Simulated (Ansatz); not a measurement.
Data:

```yaml
crystal:
  lattice:
    - [0.00000, 3.30371, 3.30371]
    - [3.30371, 0.00000, 3.30371]
    - [3.30371, 3.30371, 0.00000]
  atoms:
    - { symbol: Hg, position: [0.00000, 0.00000, 0.00000] }
    - { symbol: Te, position: [0.25000, 0.25000, 0.25000] }
```

No spin polarisation.

Method: Kohn–Sham DFT with the PBEsol functional, run in Ansatz (a program for electronic structure) with PAW and 420 eV plane waves, scalar-relativistic without spin-orbit coupling. Settings: 9×9×9 k-points, 0.05 eV Fermi–Dirac smearing.

Estimate the band gap.

Zero.

What pressure does the calculation give?

-1.7 GPa.

Predict the space group.

F-43m (No. 216).

Spin-orbit coupling, missing from the scalar runs, can matter with Hg and Te. The cells carry an imposed strain or load. No phonon test of stability was made. All final runs are without spin polarisation. The cell was made from HgTe in the zinc blende structure (space group F-43m, No. 216) by this change: isotropic strain +1.50 %. The zero or small gap of HgTe can change with the level of theory.
